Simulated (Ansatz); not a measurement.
**What isotropic strain −0.75 % does to ZnSiP2**

Start from ZnSiP2 in the chalcopyrite structure (space group I-42d, No. 122; a = 5.306 Å, c = 10.380 Å).

It is then changed as follows: the cell is scaled by 0.9925 in all directions, atoms relaxed at fixed cell.

All numbers come from LDA, PAW, 420 eV (Ansatz, a first-principles code; no spin-orbit coupling). Settings: 9×9×9 k-points, 0.05 eV Fermi–Dirac smearing.

The volume per atom drops by 0.41 Å³ to 17.86 Å³ and the space group remains I-42d (No. 122). The shortest interatomic distance decreases by 0.015 Å (2.242 Å → 2.227 Å) and the energy increases by 2.9 meV/atom. The pressure (mean of the normal stresses, compression positive) goes from zero to 23.2 kbar and the band gap falls by 0.05 eV, from 1.11 eV to 1.06 eV. The gap character is still direct at Γ and the mean gap deformation potential ΔEg/Δln V is +2.4 eV. The width of the top valence band grows by 0.051 eV, from 1.35 eV to 1.41 eV and the electron mass becomes 1.4 mₑ along c, 0.24 mₑ across (at Γ) (base: 1.5 mₑ along c, 0.24 mₑ across (at Γ)). The hole mass goes from 0.17 mₑ along c, 0.36 mₑ across (at Γ) to 0.18 mₑ along c, 0.35 mₑ across (at Γ) and the valence-band top at Γ (three highest levels, from the VBM) becomes 0.00, -0.12, -0.12 eV (base: 0.00, -0.11, -0.11 eV).

Final structure:

```yaml
crystal:
  lattice:
    - [-2.63330, 2.63330, 5.15097]
    - [2.63330, -2.63330, 5.15097]
    - [2.63330, 2.63330, -5.15097]
  atoms:
    - { symbol: Zn, position: [0.00000, 0.00000, 0.00000] }
    - { symbol: Zn, position: [0.75000, 0.25000, 0.50000] }
    - { symbol: Si, position: [0.50000, 0.50000, 0.00000] }
    - { symbol: Si, position: [0.25000, 0.75000, 0.50000] }
    - { symbol: P, position: [0.87500, 0.86273, 0.48773] }
    - { symbol: P, position: [0.13727, 0.62500, 0.01227] }
    - { symbol: P, position: [0.37500, 0.38727, 0.51227] }
    - { symbol: P, position: [0.61273, 0.12500, 0.98773] }
```

Masses are band curvatures over ±0.01 Å⁻¹ around the edge. No phonon test of stability was made.
